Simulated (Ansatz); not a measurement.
Output of an Ansatz run (abridged):

```
WARN ansatz: RAYON_NUM_THREADS=1 ignored (pool sized by the plan → 1); use --threads N
basis.fft_grid_basis auto: the FFT boxes are laid along the combinations [[1, 0, -1], [0, 1, -1], [0, 0, 1]] of the cell's own vectors, 4.026, 4.026 and 8.875 …
Pseudopotentials: kind: paw
Pseudopotential: In, paw, valence charge 13
Pseudopotential: Se, paw, valence charge 16
Crystal: 4 atoms, lattice volume = 120.262 Å³
Basis set: ecut = 420 eV, 2351 PW (Γ), FFT grids on a1−a3, a2−a3, a3, exchange–correlation on 54×54×120 points (8 copies of the dense FFT grid, shifted against one another)
Bands: 35, of which v1, the nominal top of the filled ones, is band 29 counted from 1 (28 counted from 0)
Symmetry: 6 space group operations
Space group: R3m (ITA 160), of the structure as read, at distance tolerance 4.9e-5 Å
k-points: 19 of 125 (time reversal used)
PAW frozen core: In, regenerated for the run's functional, and the local potential with it
PAW frozen core: Se, regenerated for the run's functional, and the local potential with it
Initial density: superposition of atomic densities (neutral atoms: chi_scale 0, normalization atom), corrected by the library's trained network
Initial wavefunctions: pseudopotential atomic-orbital guess
Eigensolver: davidson
Functional: x = pbesol(κ = 0.804, μ = 0.12345679012345678), c = pbesol(β = 0.046)
SCF iter   1: F=—  HF=-21901.127883 eV  |F-HF|=—  |Δ(HF+E_count)|=         —  Δρ=4.05e-3  dr2=4.21e-2  ethr=1.77e-3  ⟨swp⟩=4.8  Hψ=2405  notcnv=0  defer=76
all-band conjugate gradients solve this SCF's bands
preconditioner: auto → Resta (q_TF=auto, 2.416 Å⁻¹)
SCF iter   2: F=—  HF=-21901.117368 eV  |F-HF|=—  |Δ(HF+E_count)|=   1.05e-2  Δρ=1.43e-3  dr2=2.60e-3  ethr=7.26e-5  ⟨swp⟩=2.1  Hψ=911  notcnv=0  defer=76
SCF iter   3: F=—  HF=-21901.117073 eV  |F-HF|=—  |Δ(HF+E_count)|=   2.96e-4  Δρ=5.87e-4  dr2=5.24e-4  ethr=4.49e-6  ⟨swp⟩=2.0  Hψ=1042  notcnv=0  defer=76
SCF iter   4: F=—  HF=-21901.117158 eV  |F-HF|=—  |Δ(HF+E_count)|=   8.56e-5  Δρ=1.85e-4  dr2=5.50e-5  ethr=9.03e-7  ⟨swp⟩=2.0  Hψ=804  notcnv=0  defer=76
SCF iter   5: F=—  HF=-21901.117191 eV  |F-HF|=—  |Δ(HF+E_count)|=   3.27e-5  Δρ=4.07e-5  dr2=2.29e-6  ethr=9.49e-8  ⟨swp⟩=2.0  Hψ=810  notcnv=0  defer=27
SCF iter   6: F=—  HF=-21901.117194 eV  |F-HF|=—  |Δ(HF+E_count)|=   3.07e-6  Δρ=1.07e-5  dr2=2.21e-7  ethr=3.95e-9  ⟨swp⟩=3.0  Hψ=1194  notcnv=0  defer=29
SCF iter   7: F=-21901.117194 eV  HF=-21901.117194 eV  |F-HF|=6.58e-9  |Δ(HF+E_count)|=   1.12e-7  Δρ=4.40e-6  dr2=3.73e-8  ethr=1.72e-10  ⟨swp⟩=10.5  Hψ=3387  notcnv=0
SCF 1 converged in 7 iterations: F = -21901.117194 eV  dr2 = 3.73e-8
SCF converged after 7 iterations
Free energy (F): -21901.117194 eV
Harris-Foulkes:  -21901.117194 eV  (|F-HF|=6.58e-9)
Internal energy: -21901.117194 eV  (E = F + TS)
E sigma→0 (E₀):  -21901.117194 eV
Fermi energy:    6.533999 eV
--- Per-component energies (eV) ---
  E_band       = -940.221964
  E_kinetic    = 723.360782
  E_local      = -8082.734708  (includes V_loc(G=0)·N_el)
  E_nonlocal   = -448.494380
  E_hartree    = 3716.524070
  E_xc         = -632.876687
  E_vxc        = -394.956099  (∫ρ·V_xc dr)
  E_paw        = -11904.094326  (= ΣΔE_a)
  E_vpaw       = -170.448200  (= ΣTr[D̂ρ^β])
  E_aug_tail   = -0.001151  (compensation charges beyond the density's cutoff)
  E_ewald      = -5275.289500
  E_core_change = 2.488706  (= ΣΔE_core)
  E_smearing   = -0.000000  (= −TS)
  E_closure    = 0.000000  (closes the sum)
  Σ components = -21901.117194   (vs F -21901.117194, Δ=0.00e0)
--- Forces (eV/Å), atoms counted from 1 ---
  atom   1  In     0.00000000    -0.00000000    -0.64062400
  atom   2  In     0.00000000    -0.00000000     0.34202243
  atom   3  Se     0.00000000     0.00000000    -0.10381269
  atom   4  Se     0.00000000     0.00000000     0.40248570
  max |Σ_I F_I| component: 7.14e-5 eV/Å
--- Stress (GPa, compression-positive) ---
        0.524295       0.000000      -0.000000
        0.000000       0.524295       0.000000
        0.000000       0.000000      -0.452263
  P = ⅓ Tr σ = 0.1988 GPa (1.988 kbar)
  The stress holds the Pulay correction. Without it, at fixed plane waves, as pw.x and ABINIT print it: P = 0.1714 GPa
--- Band table (eV; the first three rows and the last of 19) ---
  k-point 0: bands = ["-40.7706", "-40.7706", "-40.7320", "-40.7320", "-40.7181", "-40.6617", "-40.6617", "-40.6324", "-40.6324", "-40.6215", "-7.9096", "-7.7553", "-7.7553", "-7.6673", "-7.6673", "-7.6215", "-7.6215", "-7.4962", "-7.4658", [...]
  k-point 1: bands = ["-40.7706", "-40.7705", "-40.7320", "-40.7320", "-40.7180", "-40.6617", "-40.6616", "-40.6324", "-40.6324", "-40.6214", "-7.9688", "-7.8348", "-7.7923", "-7.7426", "-7.6544", "-7.6532", "-7.5979", "-7.5081", "-7.4681", [...]
  k-point 2: bands = ["-40.7706", "-40.7704", "-40.7320", "-40.7320", "-40.7179", "-40.6617", "-40.6615", "-40.6324", "-40.6324", "-40.6214", "-8.1023", "-7.9486", "-7.8272", "-7.7345", "-7.6712", "-7.6198", "-7.5591", "-7.5239", "-7.4689", [...]
  k-point 18: bands = ["-40.7706", "-40.7705", "-40.7320", "-40.7320", "-40.7180", "-40.6617", "-40.6616", "-40.6324", "-40.6324", "-40.6214", "-7.9651", "-7.8366", "-7.7948", "-7.7427", "-7.6550", "-7.6531", "-7.5979", "-7.5098", "-7.4680", [...]
```

The structure:

```xyz
4
Lattice="2.0132 1.1623 8.5655 -2.0132 1.1623 8.5655 0.0000 -2.3247 8.5655" Properties=species:S:1:pos:R:3 pbc="T T T"
In     0.0000     0.0000     2.8856
In     0.0000     0.0000     0.0470
Se     0.0000     0.0000    15.9244
Se     0.0000     0.0000    21.2203
```

Problem. Reconstruct the input of this run.

Solution. Other spellings and defaults could give the same log, and not every line can be read from it. The input that was run (DFT, PBEsol, plane waves, default PAW files made with PBE):

Ansatz 0.2 input:
```yaml
crystal:
  lattice:
    - [2.01322800, 1.16233800, 8.56548000]
    - [-2.01322800, 1.16233800, 8.56548000]
    - [0.00000000, -2.32467600, 8.56548000]
  atoms:
    - { symbol: In, position: [0.11229600, 0.11229600, 0.11229600] }
    - { symbol: In, position: [0.00183000, 0.00183000, 0.00183000] }
    - { symbol: Se, position: [0.61971300, 0.61971300, 0.61971300] }
    - { symbol: Se, position: [0.82580700, 0.82580700, 0.82580700] }
basis:
  ecutwfc: 420.0
kpoints:
  mp_grid:
    grid: [5, 5, 5]
hamiltonian:
  xc: pbesol
  pseudopotentials:
    kind: paw
scf:
  occupations:
    method: fixed
output:
  forces: true
  eigenvalues: true
  stress: true
```

The starting cell comes from a database of computed structures (which also holds hypothetical and non-ambient phases and stackings), without a prior relaxation at this level. Its lattice was rescaled by up to half a per cent. One atom was moved a little off its site on purpose. Ansatz's pressure includes its estimate of the finite-basis (Pulay) stress.

Ansatz is an electronic-structure program.
